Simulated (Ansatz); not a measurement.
The reference is SnO (space group P4/nmm, No. 129; layered, stacked along the Cartesian z axis).

```
CELL_PARAMETERS angstrom
      3.79344     0.00000     0.00000
      0.00000     3.79344     0.00000
      0.00000     0.00000     4.76425
ATOMIC_POSITIONS crystal
  Sn 0.00000 0.50000 0.74060
  Sn 0.50000 0.00000 0.25940
  O  0.50000 0.50000 0.50000
  O  0.00000 0.00000 0.50000
```

Cartesian axes are those of the cell as printed.

Computed with r2SCAN+rVV10 (Ansatz, an electronic-structure program), no spin-orbit coupling.

Base values:

```
Property                         Result
-----------------------------  --------
Pressure                        0.0 GPa
Shortest interatomic distance  221.6 pm
```

Perturbation: compressive biaxial strain of 1.86 % in the plane normal to [001], as in epitaxy on a mismatched substrate; the out-of-plane cell vector and the atoms relax.

Q: How does this affect the pressure and shortest interatomic distance?

A: The pressure (mean of the normal stresses, compression positive) goes from zero to 2.5 GPa; the shortest interatomic distance drops by 1.7 pm, from 221.6 pm to 219.9 pm.

A case with no gap was solved on a k-mesh chosen for an insulator, which is coarse for it. Whether these cells are dynamically stable was not tested. The base started in Cmce and relaxed to P4/nmm at this level. The final runs are not spin-polarised.
